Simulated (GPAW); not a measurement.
Band structure of MgAl₃ (I4/mmm, 4 atoms in the cell).

```
MgAl3
1.0
   -2.04547     2.04547     4.12038
    2.04547    -2.04547     4.12038
    2.04547     2.04547    -4.12038
Mg Al
1 3
Direct
  0.00000   0.00000   0.00000
  0.50000   0.50000   0.00000
  0.25000   0.75000   0.50000
  0.75000   0.25000   0.50000
```

Method: PBEsol, GPAW PAW datasets PBEsol (made by gpaw-setup) (plane waves; GPAW).

Settings: mode = pw; ecut = 850 eV; xc = PBEsol; kpts = 8 8 8; mesh shift (steps) = 0 0 0; occupations.name = methfessel-paxton; occupations.width = 0.1 eV; occupations.order = 0; nbands = -10; convergence.forces = 0.001 eV/Å; symmetry.symmorphic = false; symmetry.tolerance = 0.0005; maxiter = 150; bandpath_npoints = 40.

The starting cell comes from a database of computed structures (which also holds hypothetical and non-ambient phases and stackings), without a prior relaxation at this level.

Levels in eV from the Fermi level, bands 7 to 13:
| point | 7 | 8 | 9 | 10 | 11 | 12 | 13 |
|---|---|---|---|---|---|---|---|
| Γ | -1.20 | -0.61 | -0.61 | 0.20 | 0.20 | 0.53 | 0.98 |
| X | -4.18 | -4.06 | -3.71 | -2.71 | 1.44 | 2.14 | 3.08 |
| Y | -5.77 | -4.75 | -1.82 | -0.92 | 1.69 | 2.38 | 3.29 |
| S | -6.21 | -1.10 | 0.27 | 0.82 | 2.32 | 2.55 | 3.40 |
| Z | -2.21 | -2.21 | -1.36 | -0.29 | 5.47 | 5.58 | 5.58 |
| S1 | -6.21 | -1.10 | 0.27 | 0.82 | 2.32 | 2.55 | 3.40 |
| N | -3.29 | -3.22 | -0.06 | 0.63 | 1.53 | 2.14 | 4.12 |
| P | -5.52 | -4.72 | -1.38 | -1.38 | -1.02 | -0.39 | 6.78 |
| Y1 | -5.77 | -4.75 | -1.82 | -0.92 | 1.69 | 2.38 | 3.29 |

Bands cross the Fermi level along this path, so the cell is metallic at this level.
